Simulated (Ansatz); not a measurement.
**BaTiO3 (space group P4mm, No. 99)**

```yaml
crystal:
  lattice:
    - [3.97219, 0.00000, 0.00000]
    - [0.00000, 3.97219, 0.00000]
    - [0.00000, 0.00000, 4.11302]
  atoms:
    - { symbol: Ti, position: [0.50000, 0.50000, 0.45235] }
    - { symbol: Ba, position: [0.00000, 0.00000, 0.93424] }
    - { symbol: O, position: [0.50000, 0.50000, 0.89516] }
    - { symbol: O, position: [0.50000, 0.00000, 0.41213] }
    - { symbol: O, position: [0.00000, 0.50000, 0.41213] }
```

All numbers come from Ansatz (an electronic-structure program) r2SCAN, spin-orbit coupling left out. Settings: 8×8×8 k-points, 0.05 eV Fermi–Dirac smearing.

```json
{
 "volume_per_atom": "12.98 Å³",
 "density": "5.97 g/cm³",
 "band_gap": "2.23 eV, indirect, A → Γ",
 "Lowest conduction-band minima above the VBM": "Γ 2.23 eV",
 "total_energy": "-2036.765 eV/atom (σ→0; compares only within this code and set-up)"
}
```

Whether these cells are dynamically stable was not tested. The final runs are not spin-polarised.
